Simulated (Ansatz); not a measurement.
**Predicting a run: zincblende InP (F-43m), hydrostatic pressure (both signs)**

Cell and atoms relaxed with r2SCAN to each stress σ (compression positive); gaps by r2SCAN with spin-orbit coupling, rigid bands (plane waves, PAW; Ansatz, a first-principles code). Unloaded cell: a = b = c = 4.1766 Å, α = β = γ = 60.00°.

```json
[
 {"σ (GPa)": "0", "ln(V/V₀) (%)": "0", "gap (eV)": "1.005"},
 {"σ (GPa)": "-2.00", "ln(V/V₀) (%)": "3.15", "gap (eV)": "0.820"},
 {"σ (GPa)": "2.00", "ln(V/V₀) (%)": "-2.74", "gap (eV)": "1.164"},
 {"σ (GPa)": "10.00", "ln(V/V₀) (%)": "-11.32", "gap (eV)": "1.655"}
]
```

### Question
Fit E_g = 1.005 eV + aσ + bσ² and ε = cσ + dσ² to the loaded rows by least squares.

### Answer
a = 0.0864 eV/GPa, b = -0.00215 eV/GPa²; c = -1.48 %/GPa, d = 0.0348 %/GPa².

### Question
One run was withheld, at σ = 5.00 GPa. Predict its gap and its ln(V/V₀), then set them beside the run.

### Answer
E_g = 1.005 + (0.0864)(5.00) + (-0.00215)(5.00)² = 1.383 eV and ε = (-1.48)(5.00) + (0.0348)(5.00)² = -6.53 %. The run gave 1.369 eV and -6.32 %, misses of 0.014 eV and 0.21 percentage points.

Gaps are resolved to about 0.01 eV; third decimals are kept for the arithmetic. Every relaxation keeps the zincblende phase (space group F-43m under this load), so a transition, a distortion that breaks the symmetry or fracture can't show.
